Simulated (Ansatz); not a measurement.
Cubic perovskite BaHfO3, treated with PBE-D4 (PAW; Ansatz, a program for electronic structure).

Run with plane-wave cutoff 520 eV, 8×8×8 k mesh, Fermi–Dirac smearing 0.01 eV, scalar-relativistic PAW data made under PBE.

Computed at the level's own relaxed cell.

Q: Predict the volume per atom, lattice parameter a, band gap and smallest direct gap on the k points sampled.

A: 
volume per atom: 14.68 Å³/atom
lattice parameter a: 4.187 Å
band gap: 3.65 eV
smallest direct gap on the k points sampled: 3.77 eV

Measured, for comparison: equilibrium volume per atom 14.51 Å³/atom (room temperature, no zero-point or thermal correction; as tabulated in Zhao et al. (2008), arXiv:0809.3506); lattice constant a 4.171 Å (room temperature, no zero-point or thermal correction, our sources range from 4.171 to 4.180; as tabulated in Zhao et al. (2008), arXiv:0809.3506). Computed (rounded) less measured: equilibrium volume per atom +1.2 %, lattice constant a +0.4 % (+0.2 % to +0.4 % over the range).

Spin–orbit coupling is not included.

Computing time: roughly 80 core-seconds.
